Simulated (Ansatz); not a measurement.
**What Se → W does to ZnSe**

The parent structure is ZnSe in the zinc blende structure (space group F-43m, No. 216; a = 5.733 Å).

The change: W takes the place of Se on all its sites, then cell and atoms are relaxed.

All numbers come from DFT with PBE, PAW potentials and a 420 eV plane-wave cutoff in Ansatz (a program for electronic structure), no spin-orbit coupling, earlier PAW set. Γ-centred 14×14×14 mesh, Fermi–Dirac width 0.05 eV, for the changed cell.

```tsv
quantity	base	changed	shift
volume per atom	23.55 Å³	21.84 Å³	-1.717 Å³
density	5.09 g/cm³	9.48 g/cm³	+4.39 g/cm³
lattice parameter a	10.834 bohr	10.564 bohr	-0.270 bohr
space group	F-43m (No. 216)	F-43m (No. 216)	–
shortest interatomic distance	4.691 bohr	4.574 bohr	-0.117 bohr
band gap	1.15 eV	zero	–
```

Cost of the whole job for the changed cell (relaxation, final SCF and bands): very roughly 80 core-seconds.

No phonon test of stability was made. As relaxed here, ZnW is a hypothetical phase, not in the database extracts checked. All final runs are without spin polarisation.
